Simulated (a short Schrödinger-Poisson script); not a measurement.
From a short Schrödinger-Poisson script (our own, NumPy): 1D Poisson equation in equilibrium, electrons quantum, Hartree (BenDaniel-Duke, 12 states a valley, the channel's in-plane mass for all, wave functions free to enter the dielectric), parabolic valleys, classical holes, full ionisation, no traps, pinning or gate leakage.

Structure: MOS inversion layer, Si3N4 on p-type Si(100), at 300 K.

From the gate side: 2.6 nm Si3N4; 460 nm Si, acceptors 8.8e17 cm⁻³.

The device is made up for the run: typed textbook-type constants, with dimensions and the other settings drawn at random. Si3N4: permittivity 7.5, conduction-band edge (eV) 1.95, gap (eV) 5.1, electron mass (mₑ) 0.5. Si: permittivity 11.7, conduction-band edge (eV) 0, gap (eV) 1.124, Nv at 300 K (cm⁻³) 3.1e19.

Channel valleys (confinement mass, in-plane density-of-states mass, number): Δ2 0.916, 0.19, 2; Δ4 0.19, 0.417, 4. At the gate the conduction-band edge of layer 1 lies 2.3 eV − eVg above the Fermi level of the channel; the field vanishes at the back. Gaps are held at their typed values at every temperature. Mesh 0.03 nm at interfaces.

Task: Give the sheet density of all electrons at Vg = 1.25 V (cm⁻²); the centroid of the channel electrons at Vg = 1.25 V (nm); the sheet density of all electrons at Vg = 0.65 V (cm⁻²).

Result: sheet density of all electrons at Vg = 1.25 V (cm⁻²): 7.27e12; centroid of the channel electrons at Vg = 1.25 V (nm): 1.26; sheet density of all electrons at Vg = 0.65 V (cm⁻²): 5.12e11.
